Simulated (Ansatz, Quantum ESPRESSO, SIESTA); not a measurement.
# One structure in several programs: LaNi2 (Fd-3m, 6 atoms in the cell)

Self-consistent single point.

```xyz
6
Lattice="0.0000 3.6531 3.6531 3.6531 0.0000 3.6531 3.6531 3.6531 0.0000" Properties=species:S:1:pos:R:3 pbc="T T T"
La     5.4797     5.4797     5.4797
La     3.6531     3.6531     3.6531
Ni     2.7399     2.7399     0.9133
Ni     2.7399     0.9133     2.7399
Ni     0.9133     0.9133     0.9133
Ni     0.9133     2.7399     2.7399
```

All programs got the same cell, k-point mesh and kind of occupations (in Ansatz's words: kpoints.mp_grid.grid = 8 8 8; scf.occupations.method = gaussian; scf.occupations.width = 0.272 eV); potentials, basis and cutoffs are each program's usual ones.

| code | model | pressure (GPa) | k-points | cutoff |
|---|---|---|---|---|
| SIESTA | GGA PBEsol, numerical atomic orbitals TZP, PseudoDojo PBEsol standard norm-conserving potentials (rewritten from UPF to PSML) | 1.47 | 296 | grid 350 Ry |
| Ansatz | PBEsol, PAW files made with PBE | -3.32 | 29 | default |
| Quantum ESPRESSO | PBEsol, GBRV 1.5 ultrasoft (PBESOL) pseudopotentials | -2.97 | 29 | 50 Ry |

The spread over the programs that give each value: pressure within 4.79 GPa.

The starting cell comes from a database of computed structures (which also holds hypothetical and non-ambient phases and stackings), without a prior relaxation at this level. On Ansatz's run: Spin polarisation is off. In the base run, with a pressure of about -3 GPa the cell is away from its equilibrium volume at this level.

### Question
Why do the programs differ, and what cannot be compared?

### Answer
Differences of this kind can come from the potentials, where these differ, and from what each basis and cutoff leave unconverged. The zero of total energies and Fermi levels follows the potentials and each program's conventions, so they are not compared here. SIESTA uses small atom-centred bases, whose incompleteness enters pressures, forces and empty levels differently from a plane-wave cutoff. Ansatz's pressure is given at a fixed set of plane waves, as the other plane-wave codes print theirs; with its correction for the finite basis it is -3.29 GPa. The programs reduce the same mesh by symmetry to different extents, which changes the work and not the result. In the pressure, SIESTA (by 4.62) lies more than 1 GPa from the median of the plane-wave programs.

Left out of this page: ABINIT (stopped by limits of time or memory); Elk and FLEUR (not drawn, or without a comparable value).

Ansatz is an electronic-structure program.

Keys are those of Ansatz 0.2.
